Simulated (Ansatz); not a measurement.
**What uniaxial strain ε_zz = +0.50 % does to BeTe**

Start from BeTe in the zinc blende structure (space group F-43m, No. 216; a = 5.604 Å). Axes: x, y, z lie along the cube axes.

The change: the cell is stretched by 0.50 % along z with no lateral relaxation, atoms relaxed at fixed cell.

Computed with PBEsol (Ansatz, a quantum-chemistry and plane-wave program; PAW; 420 eV plane waves; scalar-relativistic without spin-orbit coupling). Settings: 10×10×10 k-points, 0.05 eV Fermi–Dirac smearing.

```tsv
quantity	base	changed	shift
volume per atom	22.00 Å³	22.11 Å³	+0.11 Å³
space group	F-43m (No. 216)	I-4m2 (No. 119)	–
shortest interatomic distance	2.427 Å	2.431 Å	+0.004 Å
energy relative to the base (free energy F)	0 meV/atom	+0.2 meV/atom	+0.2 meV/atom
pressure (mean of the normal stresses, compression positive)	0.01 GPa	-0.29 GPa	-0.30 GPa
band gap	1.84 eV	1.83 eV	-0.01 eV
gap character	–	indirect, Γ → X	–
smallest direct gap	3.61 eV	3.60 eV	-0.01 eV
electron mass	1.4 mₑ along k, 0.25 mₑ across (at X)	1.4 mₑ along k, 0.25 mₑ across (at X)	–
valence-band top at Γ (three highest levels, from the VBM)	0.00, 0.00, 0.00 eV	0.00, 0.00, -0.03 eV	–
valley order (the lowest conduction-band minima on the path, energy above the VBM, named in the base's zone)	X along ⟨100⟩ 1.84 eV; L along ⟨111⟩ 3.08 eV	X along [010] 1.83 eV; X along [001] 1.86 eV; L along [111] 3.06 eV	–
stress (xx, yy, zz, yz, xz, xy; compression positive)	–	(-0.19, -0.19, -0.49, 0.00, 0.00, 0.00) GPa	–
```

Cost of the whole job for the changed cell (relaxation, final SCF and bands): around 13 core-seconds (rough).

With Te present, leaving out spin-orbit coupling can change the band edges. Masses are band curvatures over ±0.01 Å⁻¹ around the edge. Along k means along the line from Γ to the band edge. Whether these cells are dynamically stable was not tested. k-point labels follow each cell's own Brillouin zone.
